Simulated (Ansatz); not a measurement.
Consider WC (space group P-6m2, No. 187; a = 2.8991 Å, c = 2.8268 Å; relaxed with 0.1 eV smearing). Axes: x lies along a and z along c of the hexagonal cell.

Level of theory: plane-wave PAW DFT at the PBEsol level (Ansatz, a program for electronic structure, 420 eV), scalar-relativistic without spin-orbit coupling.

The change: the cell is compressed by 2.00 % along z with no lateral relaxation, atoms relaxed at fixed cell.

Predict the stress tensor and what it implies for the stiffness.

Stress of the strained cell less that of the base (GPa, compression positive):
```
    4.0     0.0     0.0
    0.0     4.0     0.0
    0.0     0.0    21.1
```

Then −Δσ_ii/ε with ε = -0.0200 gives secant stiffness values (nonlinear terms included at this strain): C33 ≈ 1050 GPa, C13 ≈ 201 GPa and C23 ≈ 201 GPa.

As a check, the harmonic strain energy −½ V₀ Δσ:ε is 14 meV/atom; the computed energy rise is 13 meV/atom.

Stability against distortions was not tested. All final runs are without spin polarisation.
